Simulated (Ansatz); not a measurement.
**YbSi2 in the fluorite structure (space group Fm-3m, No. 225; a hypothetical phase, not in the database extracts checked)**

```
CELL_PARAMETERS angstrom
      0.00000     3.17139     3.17139
      3.17139     0.00000     3.17139
      3.17139     3.17139     0.00000
ATOMIC_POSITIONS crystal
  Yb 0.00000 0.00000 0.00000
  Si 0.25000 0.25000 0.25000
  Si 0.75000 0.75000 0.75000
```

Level of theory: Ansatz (a first-principles code), PBEsol, PAW, cutoff 420 eV, no SOC. Γ-centred 13×13×13 mesh, Fermi–Dirac width 0.05 eV.

```json
{
 "volume_per_atom": "21.26 Å³",
 "density": "5.97 g/cm³",
 "band_gap": "zero",
 "total_energy": "-4973.038 eV/atom (σ→0; compares only within this code and set-up)"
}
```

The state of the 4f shell was not checked for lower solutions. Whether these cells are dynamically stable was not tested. Starting moments died away, wholly or in part, for the base; another magnetic solution may exist. All final runs are without spin polarisation.
